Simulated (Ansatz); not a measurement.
**Mg3Sb2: Na on a Mg site, symmetric start**

Consider a 15-atom supercell of Mg₃Sb₂ (space group P-3m1, No. 164; a = 4.5959 Å, c = 7.2716 Å) at its relaxed geometry.

Modification: a neutral Na on a Mg site, symmetric start, atoms relaxed at fixed cell.

Method: plane-wave PAW DFT at the PBE level (Ansatz, a first-principles code, 420 eV), spin-orbit coupling left out. Γ-centred 6×6×6 mesh, Fermi–Dirac width 0.01 eV.

The pressure goes from zero to 0.9 GPa and the energy gained by relaxation is 0.12 eV. The largest displacement of a host atom from its site in the perfect cell comes out as 0.12 Å.

The magnetic state is the one reached from the starting moments; the real material's order can differ, and small cells can't hold many antiferromagnetic ones. In so small a cell the defect repeats every few ångströms: this is an ordered compound, not a dilute defect. The defect started on the symmetric site and kept its symmetry, so it may sit on a saddle. Starting moments died away, wholly or in part, for Na on a Mg site; another magnetic solution may exist. The defect cell is spin-polarised and ends with 0.0 μB.
